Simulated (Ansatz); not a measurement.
An Ansatz (a program for electronic structure) run: Ca with a change (x(Ba) = 0.5, 2 atoms, P4/mmm); DFT with PBEsol, PAW potentials and a 420 eV plane-wave cutoff in Ansatz, spin-orbit coupling left out, earlier PAW set.

Input:

Ansatz 0.2 input:
```yaml
crystal:
  lattice:
    - [4.6185932212, 0, 0]
    - [0, 4.6185932212, 0]
    - [0, 0, 4.6414511994]
  atoms:
    - { symbol: Ca, position: [0, 0, 0] }
    - { symbol: Ba, position: [0.5, 0.5, 0.5] }
basis: { ecutwfc: 420, ecutrho_ratio: 4, xc_grid: 2, fft_grid_basis: typed }
kpoints: { mp_grid: { grid: [10, 10, 10] } }
hamiltonian:
  xc: pbesol
  dispersion: none
  pseudopotentials: { azcp: { folder: ./paw }, kind: paw }
scf: { occupations: { method: fermi_dirac, width: 0.05 }, convergence: { dr2_threshold: 0.0000000002 } }
output: { forces: true, stress: true }
checkpoint: { write: state.ck, write_every: 1000 }
```

Output:

```
WARN ansatz: RAYON_NUM_THREADS=1 ignored (pool sized by the plan → 1); use --threads N
Pseudopotentials: kind: paw
Pseudopotential: Ca, paw, valence charge 10
Pseudopotential: Ba, paw, valence charge 10
Functional definition: PBEsol
Crystal: 2 atoms, lattice volume = 99.009 Å³
Basis set: ecut = 420 eV, 1935 PW (Γ), exchange–correlation on 64×64×64 points (8 copies of the dense FFT grid, shifted against one another)
Bands: 14, of which v1, the nominal top of the filled ones, is band 10 counted from 1 (9 counted from 0)
Symmetry: 16 space group operations
Space group: P4/mmm (ITA 123), of the structure as read, at distance tolerance 4.6e-5 Å
k-points: 126 of 1000
PAW frozen core: Ca, regenerated for the run's functional, and the local potential with it
PAW frozen core: Ba, regenerated for the run's functional, and the local potential with it
Initial density: superposition of atomic densities (chi_scale 0.1, normalization cell, long waves kept (reshape's long-wave potential 0.00 eV rms))
Initial wavefunctions: pseudopotential atomic-orbital guess
Eigensolver: davidson
Functional: x = pbesol(κ = 0.804, μ = 0.12345679012345678), c = pbesol(β = 0.046)
SCF iter   1: F=—  HF=-7656.461980 eV  |F-HF|=—  |Δ(HF+E_count)|=         —  Δρ=6.59e-3  dr2=8.78e-2  ethr=3.10e-3  ⟨swp⟩=7.1  Hψ=11803  notcnv=0
all-band conjugate gradients solve this SCF's bands
preconditioner: auto → Kerker (q_TF=auto, 2.090 Å⁻¹)
SCF iter   2: F=—  HF=-7656.453831 eV  |F-HF|=—  |Δ(HF+E_count)|=   8.15e-3  Δρ=4.18e-3  dr2=4.32e-2  ethr=4.39e-4  ⟨swp⟩=2.2  Hψ=3164  notcnv=0
SCF iter   3: F=—  HF=-7656.443970 eV  |F-HF|=—  |Δ(HF+E_count)|=   9.86e-3  Δρ=7.16e-4  dr2=7.52e-4  ethr=2.16e-4  ⟨swp⟩=3.1  Hψ=2835  notcnv=0
SCF iter   4: F=—  HF=-7656.443930 eV  |F-HF|=—  |Δ(HF+E_count)|=   4.01e-5  Δρ=1.31e-4  dr2=1.73e-5  ethr=3.76e-6  ⟨swp⟩=2.6  Hψ=2821  notcnv=0
SCF iter   5: F=—  HF=-7656.443918 eV  |F-HF|=—  |Δ(HF+E_count)|=   1.21e-5  Δρ=3.29e-5  dr2=1.56e-6  ethr=8.64e-8  ⟨swp⟩=2.7  Hψ=3023  notcnv=0
SCF iter   6: F=—  HF=-7656.443919 eV  |F-HF|=—  |Δ(HF+E_count)|=   8.46e-7  Δρ=8.69e-6  dr2=7.47e-8  ethr=7.82e-9  ⟨swp⟩=3.0  Hψ=2956  notcnv=0
SCF iter   7: F=—  HF=-7656.443919 eV  |F-HF|=—  |Δ(HF+E_count)|=   1.54e-8  Δρ=2.02e-6  dr2=5.97e-9  ethr=3.73e-10  ⟨swp⟩=2.5  Hψ=3102  notcnv=0
SCF iter   8: F=-7656.443919 eV  HF=-7656.443919 eV  |F-HF|=2.00e-11  |Δ(HF+E_count)|=  9.44e-10  Δρ=3.81e-7  dr2=1.97e-10  ethr=1.00e-12  ⟨swp⟩=3.2  Hψ=6902  notcnv=0
SCF 1 converged in 8 iterations: F = -7656.443919 eV  dr2 = 1.97e-10
SCF converged after 8 iterations
Free energy (F): -7656.443919 eV
Harris-Foulkes:  -7656.443919 eV  (|F-HF|=2.00e-11)
Internal energy: -7656.414378 eV  (E = F + TS)
E sigma→0 (E₀):  -7656.429149 eV
Entropy (-TS):   -0.029540 eV (-14.770 meV/atom)
Fermi energy:    5.798880 eV
--- Per-component energies (eV) ---
  E_band       = -248.903272
  E_kinetic    = 409.105681
  E_local      = -1243.583916  (includes V_loc(G=0)·N_el)
  E_nonlocal   = 185.832042
  E_hartree    = 398.452944
  E_xc         = -319.767524
  E_vxc        = -281.749850  (∫ρ·V_xc dr)
  E_paw        = -5953.965872  (= ΣΔE_a)
  E_vpaw       = -115.412926  (= ΣTr[D̂ρ^β])
  E_aug_tail   = -0.000007  (compensation charges beyond the density's cutoff)
  E_ewald      = -1132.757959
  E_core_change = 0.270232  (= ΣΔE_core)
  E_smearing   = -0.029540  (= −TS)
  E_closure    = 0.000000  (closes the sum)
  Σ components = -7656.443919   (vs F -7656.443919, Δ=0.00e0)
  [band-id]    e_kinetic+e_local+e_nonlocal+2·e_hartree+e_vxc+e_vpaw+e_augmentation_tail = -248.903088   (vs E_band -248.903272, Δ=1.85e-4)
--- Forces (eV/Å), atoms counted from 1 ---
  atom   1  Ca    -0.00000000     0.00000000     0.00000000
  atom   2  Ba     0.00000000     0.00000000     0.00000000
  max |Σ_I F_I| component: 1.10e-29 eV/Å
--- Stress (GPa, compression-positive) ---
        0.008709       0.000000       0.000000
        0.000000       0.008709       0.000000
        0.000000       0.000000      -0.006662
  P = ⅓ Tr σ = 0.0036 GPa (0.036 kbar)
  The stress holds the Pulay correction. Without it, at fixed plane waves, as pw.x and ABINIT print it: P = 0.0011 GPa
  The stress includes an estimate of the error left by incomplete SCF convergence (largest component -0.0001 GPa).
--- Band table ---
  band table: none
```

These are small ordered cells, not random alloys; other orderings at the same x differ. Stability against distortions was not tested. The cell was made from Ca by this change: x(Ba) = 0.5, 2 atoms, P4/mmm. Under x(Ba) = 0.5, 2 atoms, P4/mmm the cell changed shape so far that it is another structure.
